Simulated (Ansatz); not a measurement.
Start from CuCl in the zinc blende structure (space group F-43m, No. 216; a = 5.290 Å).

Structures relaxed with Ansatz (a quantum-chemistry and plane-wave program), PBEsol, PAW, cutoff 420 eV, no spin-orbit coupling.

Base:

Simulated powder pattern, Cu Kα, λ = 1.54184 Å (kinematic, ideal powder, no thermal factors, no anomalous dispersion; the 10 strongest lines at most, above 2 %, up to 2θ = 90°):

```
2θ (°)  I/Imax (%)    hkl
------  ----------  -----
29.24          100  (111)
33.89          9.3  (200)
48.69           60  (220)
57.81           39  (311)
60.64          2.4  (222)
71.32          8.7  (400)
78.88           14  (331)
81.35          2.6  (420)
```

After one change:

Simulated powder pattern, Cu Kα, λ = 1.54184 Å (kinematic, ideal powder, no thermal factors, no anomalous dispersion; the 10 strongest lines at most, above 2 %, up to 2θ = 90°):

```json
[
 {"2θ (°)": "29.65", "I/Imax (%)": "100"},
 {"2θ (°)": "34.37", "I/Imax (%)": "5.7"},
 {"2θ (°)": "49.39", "I/Imax (%)": "60"},
 {"2θ (°)": "58.67", "I/Imax (%)": "37"},
 {"2θ (°)": "72.44", "I/Imax (%)": "8.6"},
 {"2θ (°)": "80.16", "I/Imax (%)": "14"}
]
```

Question: Which change produced these results?
A) Cu → Fe
B) Cu → Zn
C) Cu → Ir

Answer: A, Cu → Fe. Its volume per atom is 17.77 Å³ against 18.50 Å³, and its space group is F-43m (No. 216).

Whether these cells are dynamically stable was not tested. As relaxed here, FeCl, IrCl and ZnCl are hypothetical phases, not in the database extracts checked. No Hubbard U is applied and the magnetic state is the run's own (FeCl ferromagnetic); small cells can't hold the antiferromagnetic order that many such compounds have, so gaps and moments can be off. Spin-polarised in the final run: FeCl; the other runs are not. An odd electron count without spin: ZnCl. IrCl has a high density of states at the Fermi level and may be magnetic at this level.
